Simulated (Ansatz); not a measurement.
Take Mg₃Sb₂ (space group P-3m1, No. 164; a = 4.551 Å, c = 7.181 Å) as the base.

Level of theory: DFT with PBEsol, PAW potentials and a 420 eV plane-wave cutoff in Ansatz (a first-principles code), no spin-orbit coupling.

For the base:

| Quantity | Result |
|---|---|
| Gap between the host's bands | 0.15 eV |
| Gap character | indirect, Γ → k = (0, 0.417, 0.286) in the run's primitive reciprocal basis |

One thing is altered: electron doping at 7.0×10^21 cm⁻³ (0.901 per cell), with a uniform compensating background at fixed cell and a 300 K Fermi–Dirac width.

### Question
How does this affect the gap between the host's bands?

### Answer
The gap between the host's bands increases by 0.02 eV (0.15 eV → 0.17 eV).

### Question
What happens to the gap character?

### Answer
The gap character goes from indirect, Γ → k = (0, 0.417, 0.286) in the run's primitive reciprocal basis to indirect, Γ → K.

### Question
What happens to the Fermi level from band edge?

### Answer
The Fermi level relative to the doped band's edge (positive inside the band; to 0.05 eV) amounts to +0.95 eV.

### Question
What happens to the largest internal atomic displacement?

### Answer
The largest internal atomic displacement comes out as 0.023 Å.

Carriers are added with a uniform compensating background; total energy and stress of such cells depend on the potential's zero and are not compared; many-body gap narrowing is missing at this level. Spin-orbit coupling, missing from the scalar runs, can matter with Sb. Stability against distortions was not tested. A zero or small gap of Mg3Sb2 can be the functional's error rather than a property of the material.
